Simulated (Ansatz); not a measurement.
# Si, pressure series

The reference is Si in the diamond structure (space group Fd-3m, No. 227; a = 5.444 Å).

Cell and atoms are relaxed at each pressure.

Computed with r2SCAN (Ansatz, a program for electronic structure; PAW; 500 eV plane waves; no spin-orbit coupling), earlier PAW set.

```csv
variant,band gap,smallest direct gap,lattice parameter a
base,0.78 eV,2.74 eV,10.288 bohr
pressure −2 GPa,0.81 eV,2.73 eV,10.362 bohr
pressure −1 GPa,?,2.73 eV,?
pressure 1.8 GPa,0.74 eV,2.75 eV,10.226 bohr
pressure 4.2 GPa,0.70 eV,2.75 eV,10.152 bohr
pressure 9 GPa,0.63 eV,2.77 eV,10.021 bohr
pressure 18 GPa,0.49 eV,2.78 eV,9.821 bohr
pressure 30 GPa,0.34 eV,2.79 eV,9.612 bohr
pressure 45 GPa,0.16 eV,2.80 eV,9.406 bohr
pressure 60 GPa,zero,–,9.237 bohr
```

Question: Complete the table.

Answer: 
- pressure −1 GPa, band gap: 0.79 eV
- pressure −1 GPa, lattice parameter a: 10.324 bohr

Load acts through the strain it causes; cell and atoms are relaxed under it. No phonon test of stability was made. Measured, Si leaves this structure (for the β-tin structure) near 12 GPa (room temperature; as listed in arXiv:1906.07825). The zero or small gap of Si under pressure 45 GPa and Si under pressure 60 GPa can change with the level of theory.
